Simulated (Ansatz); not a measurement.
A relaxation of cell and atoms of CuAgO₂ (C2/m, 4 atoms in the cell) with Ansatz (a first-principles code).

Method of the run: PBEsol, default PAW files made with PBE (plane waves; Ansatz).

The change in words: atoms on their sites; basis.ecutwfc: 420 eV → 295 eV; relax: default → cell and atoms. Reference geometry:
```yaml
crystal:
  lattice:
    - [3.29558, -1.41972, 0.00000]
    - [3.29558, 1.41972, 0.00000]
    - [-2.38086, 0.00000, 5.55598]
  atoms:
    - { symbol: Cu, position: [0.50325, 0.50325, 0.50900] }
    - { symbol: Ag, position: [0.00000, 0.00000, 0.00000] }
    - { symbol: O, position: [0.87545, 0.87545, 0.28377] }
    - { symbol: O, position: [0.12455, 0.12455, 0.71623] }
```

Reference input (self-consistent single point, DFT, PBEsol, plane waves, default PAW files made with PBE): basis.ecutwfc = 420 eV; kpoints.mp_grid.grid = 9 9 4; hamiltonian.xc = pbesol; hamiltonian.pseudopotentials = {kind: paw} (the program's default PAW files); scf.occupations.method = gaussian; scf.occupations.width = 0.1 eV. This run's input differs from it in these lines:

Ansatz 0.2 input:
```diff
@@ -7,3 +7,3 @@
   atoms:
-    - { symbol: Cu, position: [0.50325100, 0.50325100, 0.50899900] }
+    - { symbol: Cu, position: [0.50000000, 0.50000000, 0.50000000] }
     - { symbol: Ag, position: [0.00000000, 0.00000000, 0.00000000] }
@@ -12,3 +12,3 @@
 basis:
-  ecutwfc: 420.0
+  ecutwfc: 295.0
 kpoints:
@@ -20,2 +20,4 @@
   occupations: { method: gaussian, width: 0.1 }
+relax:
+  cell: {}
 output:
```

Output, abridged:

```
   [... SCF lines of the steps left out ...]
relax step   1: F+E_penalty+E_count = -15227.38036687 eV  Δ(F+E_penalty+E_count) = +0.000e0 eV  max|allowed force component| = 3.146e-1 eV/Å  Δτ_max = 0.0000 Å  P = -8.857 GPa  Ω = 51.990 Å³  (10 SCF iters, dr2 threshold 1.00e-7 eV, accepted)
relax step   2: F+E_penalty+E_count = -15228.15842119 eV  Δ(F+E_penalty+E_count) = -7.781e-1 eV  max|allowed force component| = 1.181e-1 eV/Å  Δτ_max = 0.0379 Å  P = +11.753 GPa  Ω = 48.083 Å³  energy of the carried Pulay correction = +8.612e-1 eV  [...]
   [... lines left out ...]
relax step  64: F+E_penalty+E_count = -15227.49339603 eV  Δ(F+E_penalty+E_count) = -7.546e-4 eV  max|allowed force component| = 7.508e-4 eV/Å  Δτ_max = 0.0002 Å  P = +0.003 GPa  Ω = 47.630 Å³  energy of the carried Pulay correction = +7.524e-4 eV  [...]
relax step  65: F+E_penalty+E_count = -15227.49146083 eV  Δ(F+E_penalty+E_count) = +1.935e-3 eV  max|allowed force component| = 7.644e-4 eV/Å  Δτ_max = 0.0000 Å  P = +0.004 GPa  Ω = 47.630 Å³  stress off target by 4.66e-2 GPa  SCF on the basis [...]
basis re-selected at this cell: Δ(F+E_penalty+E_count) = +1.935e-3 eV, ΔP = +0.002 GPa vs the last step
the relaxation is at rest under the 4 symmetry operations that the run kept from its start: a minimum is not shown …
Free energy (F): -15227.491461 eV
Internal energy: -15227.483404 eV  (E = F + TS)
E sigma→0 (E₀):  -15227.487433 eV
Entropy (-TS):   -0.008057 eV (-2.014 meV/atom)
Fermi energy:    11.551538 eV
--- Forces (eV/Å), atoms counted from 1 ---
  atom   1  Cu     0.00000000     0.00000000     0.00000000
   [... lines left out ...]
  cell:  # Å, volume = 47.6300 Å³
   [... lines left out ...]
    - [-2.3245253786057343, 5.7838102950154e-32, 5.4229006570498175]
  atoms:
    - { symbol: Cu, position: [0.5, 0.5, 0.5] }
    - { symbol: Ag, position: [-1.637426606440204e-20, -1.6374266064402595e-20, -3.963810644530967e-20] }
    - { symbol: O, position: [0.8725326172918068, 0.8725326172918068, 0.2791097086200526] }
    - { symbol: O, position: [0.12746738270819297, 0.12746738270819297, 0.7208902913799468] }
```

The run converged. 

Summary of the result:
- Free energy E − TS (on the zero of these files) = -15227.4915 eV
- Fermi level (on the code's own zero) = 11.55 eV
- Pressure = 0.00 GPa
- Final cell = a = 3.455 Å, b = 3.455 Å, c = 5.900 Å, α = 111.53°, β = 111.53°, γ = 47.60°
- Final volume per atom = 11.91 Å³
- Relaxation steps = 65

The starting cell comes from a database of computed structures (which also holds hypothetical and non-ambient phases and stackings), without a prior relaxation at this level. Its lattice was rescaled by up to half a per cent. Spin polarisation is off, so a magnetic state, if there is one, cannot be reached. The relaxation keeps the symmetry of its start, so its end need not be a minimum. Ansatz's pressure includes its estimate of the finite-basis (Pulay) stress. Without the estimate this run gives -36.77 GPa. The cutoff lies below the one recommended for these files. The run gives no clean gap (levels at the Fermi energy touch, overlap or are partly filled at this smearing), which alone does not show that the compound is a metal.

Cost on one core of a shared machine: roughly 3 min.
